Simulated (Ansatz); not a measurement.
**Functionals side by side, with their cost (level): HfO₂ (Fm-3m, 3 atoms in the cell)**

```xyz
3
Lattice="0.0000 2.4710 2.4710 2.4710 0.0000 2.4710 2.4710 2.4710 0.0000" Properties=species:S:1:pos:R:3 pbc="T T T"
Hf     0.0000     0.0000     0.0000
O      3.7066     3.7066     3.7066
O      1.2355     1.2355     1.2355
```

Program: Ansatz (an electronic-structure program), PAW files made with PBE; each row names its functional.

Base settings: basis.ecutwfc = 420 eV; kpoints.mp_grid.grid = 8 8 8; hamiltonian.xc = pbe0; hamiltonian.pseudopotentials = {kind: paw} (the program's default PAW files); scf.occupations.method = gaussian; scf.occupations.width = 0.02 eV.

Differences are taken from PBE0, a reference of convenience: it is no measurement, and no ranking of the functionals follows.

Core times come from one kind of shared machine and are given to one figure; runs under 30 s give none.

The starting cell comes from a database of computed structures (which also holds hypothetical and non-ambient phases and stackings), without a prior relaxation at this level. Its lattice was rescaled by a random factor within 2.5 % of one. Spin-orbit coupling is off. In the base run, with a pressure of about 22 GPa the cell is away from its equilibrium volume at this level. Ansatz's pressure includes its estimate of the finite-basis (Pulay) stress.

| level | gap on the mesh less reference (eV) | pressure less reference (GPa) | core time / reference (rough) |
|---|---|---|---|
| PBE | -2.392 | 6.18 | – |
| HSE06 | -0.753 | -0.21 | 1 |
| PBE0 | 0.000 | 0.00 | 1 |

Keys are those of Ansatz 0.2.
